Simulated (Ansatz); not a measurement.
ZnS, response to strain

Base system: ZnS in the zinc blende structure (space group F-43m, No. 216; a = 5.389 Å).

Strains are applied to the cell and any free atomic positions relax.

Method: r2SCAN (Ansatz, a program for electronic structure), no SOC.

Notes on the quantities. energy relative to the base: free energy F.

```csv
case,energy relative to the base,band gap,pressure,volume per atom
base,0 meV/atom,2.70 eV,0.00 GPa,19.56 Å³
isotropic strain +0.50 %,+1.1 meV/atom,2.63 eV,-1.14 GPa,19.86 Å³
isotropic strain +1.00 %,+4.2 meV/atom,2.57 eV,-2.20 GPa,20.16 Å³
isotropic strain +1.50 %,+9.3 meV/atom,2.50 eV,-3.19 GPa,20.46 Å³
isotropic strain +2.00 %,+16 meV/atom,2.43 eV,-4.11 GPa,20.76 Å³
isotropic strain +2.50 %,+25 meV/atom,2.37 eV,-4.96 GPa,21.07 Å³
isotropic strain +3.00 %,?,?,?,21.38 Å³
```

### Question
Some entries are withheld; estimate them.

### Answer

- isotropic strain +3.00 %, energy relative to the base: +35 meV/atom
- isotropic strain +3.00 %, band gap: 2.30 eV
- isotropic strain +3.00 %, pressure: -5.75 GPa

No phonon test of stability was made.
